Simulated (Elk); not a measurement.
# Elk run on MgO (Fm-3m, 2 atoms in the cell): self-consistent single point

Computed with PBE, all-electron FP-LAPW, Elk's shipped species files, APW+lo basis with extra local orbitals in Elk.

The input file:

```
tasks
  0

xctype
  20

rgkmax
  7.5

gmaxvr
  14.0

nxlo
  2

lorbcnd
  .true.

rmtscf
  0.93

lmaxi
  3

swidth
  0.000367493

maxscl
  100

scale
  1.889726125

avec
    0.0000000000    2.1050000000    2.1050000000
    2.1050000000    0.0000000000    2.1050000000
    2.1050000000    2.1050000000    0.0000000000

atoms
  2
  'Mg.in'
  1
  0.0000000000  0.0000000000  0.0000000000    0.0 0.0 0.0
  'O.in'
  1
  0.5000000000  0.5000000000  0.5000000000    0.0 0.0 0.0

ngridk
  7 7 7
```

Output (repeated stretches shortened):

```
│ Elk code version 10.2.4 │

All units are atomic (Hartree, Bohr, etc.)

│ Ground-state run starting from atomic densities │

Lattice vectors :
   0.000000000       3.977873493       3.977873493
   3.977873493       0.000000000       3.977873493
   3.977873493       3.977873493       0.000000000

Unit cell volume      :    125.8875836
Brillouin zone volume :    1.970410475

Muffin-tin inner radius fraction :   0.1000000000E-01

Nuclei treated as point charges

Species :    1 (Mg)
 parameters loaded from : Mg.in
 name : magnesium
 nuclear charge    :   -12.00000000
 electronic charge :    12.00000000
 atomic mass :    44305.30462
 muffin-tin radius :    2.046000000
 number of radial points in muffin-tin :    397
 atomic positions (lattice), magnetic fields (Cartesian) :
   1 :   0.00000000  0.00000000  0.00000000    0.00000000  0.00000000  0.00000000

Species :    2 (O)
 parameters loaded from : O.in
 name : oxygen
 nuclear charge    :   -8.000000000
 electronic charge :    8.000000000
 atomic mass :    29165.12202
 muffin-tin radius :    1.674000000
 number of radial points in muffin-tin :    297
 atomic positions (lattice), magnetic fields (Cartesian) :
   1 :   0.50000000  0.50000000  0.50000000    0.00000000  0.00000000  0.00000000

Total number of atoms per unit cell :    2

Spin treatment :
 spin-unpolarised

Number of Bravais lattice symmetries :   48
Number of crystal symmetries         :   48
Crystal has inversion symmetry
Real symmetric eigensolver will be used

k-point grid :      7     7     7
k-point offset :    0.000000000       0.000000000       0.000000000
k-point set is reduced with full crystal symmetry group
Total number of k-points :       20

Muffin-tin radius times maximum |G+k| :    7.500000000
 using average radius
Maximum |G+k| for APW functions       :    4.032258065
Maximum (1/2)|G+k|²                   :    8.129552549
Maximum |G| for potential and density :    14.00000000
 potential will be trimmed for |G| > 2 gkmax
Constant for pseudocharge density :    7
Radial integration step length :    4

G-vector grid sizes :     27    27    27
Number of G-vectors :     5817

Maximum angular momentum used for
 APW functions                      :    8
 outer part of muffin-tin           :    6
 inner part of muffin-tin           :    3

Total nuclear charge    :   -20.00000000
Total core charge       :    4.000000000
Total valence charge    :    16.00000000
Total excess charge     :    0.000000000
Total electronic charge :    20.00000000

Effective Wigner radius, rₛ :    1.145393632

Number of empty states         :    8
Total number of valence states :   16
Total number of core states    :    4

Conduction state local-orbitals added automatically
Total number of local-orbitals :  135

Exchange-correlation functional :     20     0     0
 Perdew-Burke-Ernzerhof, Phys. Rev. Lett. 77, 3865 (1996)
 gradient requirement :    1
 generalised gradient approximation (GGA)

Smearing type :    3
 Fermi-Dirac
Smearing width :   0.3674930000E-03
Effective electronic temperature (K) :    116.0451112

Mixing type :    3
 Broyden mixing, J. Phys. A: Math. Gen. 17, L317 (1984)

Kohn-Sham potential initialised from atomic data

│ Self-consistent loop started │
│ Loop number : 1 │
 total energy                :     -279.215372083
│ Loop number : 2 │
 total energy                :     -279.149486879
RMS change in Kohn-Sham potential (target) :    1.442182351     (  0.1000000000E-05)
Absolute change in total energy (target)   :   0.6588520448E-01 (  0.1000000000E-03)
│ Loop number : 3 │
 total energy                :     -279.051609001
RMS change in Kohn-Sham potential (target) :    1.385172209     (  0.1000000000E-05)
Absolute change in total energy (target)   :   0.1143491794     (  0.1000000000E-03)
│ Loop number : 4 │
 total energy                :     -277.191639138
RMS change in Kohn-Sham potential (target) :   0.5768837388     (  0.1000000000E-05)
Absolute change in total energy (target)   :    1.888557157     (  0.1000000000E-03)
│ Loop number : 5 │
 total energy                :     -276.275472308
RMS change in Kohn-Sham potential (target) :   0.2103449279     (  0.1000000000E-05)
Absolute change in total energy (target)   :    1.388306120     (  0.1000000000E-03)
│ Loop number : 6 │
 total energy                :     -275.914307115
RMS change in Kohn-Sham potential (target) :   0.6262618529E-01 (  0.1000000000E-05)
Absolute change in total energy (target)   :   0.7082417227     (  0.1000000000E-03)
│ Loop number : 7 │
 total energy                :     -275.782724879
RMS change in Kohn-Sham potential (target) :   0.2171575057E-01 (  0.1000000000E-05)
Absolute change in total energy (target)   :   0.3086426669     (  0.1000000000E-03)
│ Loop number : 8 │
 total energy                :     -275.780823000
RMS change in Kohn-Sham potential (target) :   0.1314965107E-01 (  0.1000000000E-05)
Absolute change in total energy (target)   :   0.7906254560E-01 (  0.1000000000E-03)
│ Loop number : 9 │
 total energy                :     -275.773371068
RMS change in Kohn-Sham potential (target) :   0.2042795503E-02 (  0.1000000000E-05)
Absolute change in total energy (target)   :   0.2721756840E-01 (  0.1000000000E-03)
│ Loop number : 10 │
 total energy                :     -275.773123655
RMS change in Kohn-Sham potential (target) :   0.6882536047E-04 (  0.1000000000E-05)
Absolute change in total energy (target)   :   0.7051804828E-02 (  0.1000000000E-03)
│ Loop number : 11 │
 total energy                :     -275.773382782
RMS change in Kohn-Sham potential (target) :   0.3850797388E-04 (  0.1000000000E-05)
Absolute change in total energy (target)   :   0.1503824421E-02 (  0.1000000000E-03)
│ Loop number : 12 │
 total energy                :     -275.773686277
RMS change in Kohn-Sham potential (target) :   0.3953302115E-05 (  0.1000000000E-05)
Absolute change in total energy (target)   :   0.7246149943E-04 (  0.1000000000E-03)
│ Loop number : 13 │
 total energy                :     -275.773673418
RMS change in Kohn-Sham potential (target) :   0.4719211928E-05 (  0.1000000000E-05)
Absolute change in total energy (target)   :   0.3097419608E-04 (  0.1000000000E-03)
│ Loop number : 14 │
 total energy                :     -275.773674827
RMS change in Kohn-Sham potential (target) :   0.4260096991E-06 (  0.1000000000E-05)
Absolute change in total energy (target)   :   0.6334869738E-05 (  0.1000000000E-03)
Convergence targets achieved

│ Loop number : 15 │

Energies :
 Fermi                       :     0.168481003909
 sum of eigenvalues          :     -141.327278429
 electron kinetic            :      275.774192277
 core electron kinetic       :      193.342809491
 Coulomb                     :     -526.366250164
 Coulomb potential           :     -384.643951355
 nuclear-nuclear             :     -59.8274953825
 electron-nuclear            :     -548.433558208
 Hartree                     :      81.8948034267
 Madelung                    :     -334.044274487
 xc potential                :     -32.4575193517
 exchange                    :     -24.4625566426
 correlation                 :    -0.719060015013
 electron entropic           :    -0.734222216513E-12
 total energy                :     -275.773674545

Density of states at Fermi energy :   0.2721024673E-06
 (states/Hartree/unit cell)

Estimated indirect band gap :   0.1718271184
 from k-point      1 to k-point      1
Estimated direct band gap   :   0.1718271184
 at k-point      1

Charges :
 core                        :    4.000000000
 valence                     :    16.00000000
 interstitial                :    2.072736592
 muffin-tins (core leakage)
  species :    1 (Mg)
   atom    1                 :    10.46648920     (  0.2220446049E-15)
  species :    2 (O)
   atom    1                 :    7.460774207     (  0.4188657354E-07)
 total in muffin-tins        :    17.92726341
 total calculated charge     :    20.00365373
 total charge                :    20.00000000
 error                       :   0.3653727669E-02

│ Self-consistent loop stopped │
```

The run converged in 15 iterations. The count includes the last loop, which Elk runs after its targets are met.

The starting cell has typed, rounded lattice constants, without a prior relaxation at this level. Values depend on the basis (sphere radii, cutoffs, local orbitals), which need not be converged.
